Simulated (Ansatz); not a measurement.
Consider GaP in the zinc blende structure (space group F-43m, No. 216; a = 5.452 Å).

All numbers come from r2SCAN (Ansatz, a first-principles code), scalar-relativistic without spin-orbit coupling, earlier PAW set.

Before the change:

| Item | Result |
|---|---|
| Gap character | indirect, Γ → Γ–X (87 % along) |
| Hole mass | 0.13, 0.37, 0.37 mₑ (at Γ) |
| Pressure | 0.00 GPa |

Now apply this change: every lattice vector is stretched by 4.13 %, atoms relaxed at fixed cell.

Question: What happens to the gap character, hole mass, pressure and energy relative to the base?

Answer: The gap character changes from indirect, Γ → Γ–X (87 % along) to direct at Γ; the hole mass (degenerate bands, along [100]) changes from 0.13, 0.37, 0.37 mₑ (at Γ) to 0.080, 0.43, 0.43 mₑ (at Γ); the pressure goes from zero to -8.12 GPa; the energy rises by 74 meV/atom.

The cells carry an imposed strain or load. Effective masses come from finite differences of ±0.01 Å⁻¹. No phonon test of stability was made.
